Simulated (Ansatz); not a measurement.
P (model structure, started from the lonsdaleite type, P6₃/mmc, No. 194, 4 atoms in the cell) was calculated with G0W0@PBEsol (Ansatz, a program for electronic structure, plane waves, hard PAW, contour deformation).

The cell is the one relaxed with PBEsol. Conventional cell: a = 3.2456 Å, b = 3.2456 Å, c = 11.3387 Å, α = 90.00°, β = 90.00°, γ = 120.00°.

The quasiparticle gap at Γ at a fixed k mesh 3×3×1:

```
response cutoff           value (eV)
------------------------  ----------
150 eV, 793 empty bands        4.796
200 eV, 1221 empty bands       4.788
250 eV, 1706 empty bands       4.784
300 eV, 2242 empty bands       4.782
```

### Question
Taking the value to converge with the response cutoff E as E^(−3/2), extrapolate from the last two rows.

### Answer
With y = y∞ + c/w and weights w = 3953 and 5196 for the last two rows, y∞ = (w2 y2 − w1 y1)/(w2 − w1) = (5196 × 4.782 − 3953 × 4.784)/1243 = 4.776 eV, which lies 0.006 beyond the last row. Successive pairs of rows give 4.773, 4.774, 4.776. The limit also hangs on the law assumed, so its last digits aren't firm.

The other settings are not extrapolated, so this is the limit in one setting alone.

At the last cutoff the smallest gap on this mesh is 2.42 eV, with an edge away from Γ.

A model structure was made by putting elements into a prototype or built by hand; it is no filed structure, need not be a known phase, and can be a saddle point held by its symmetry.
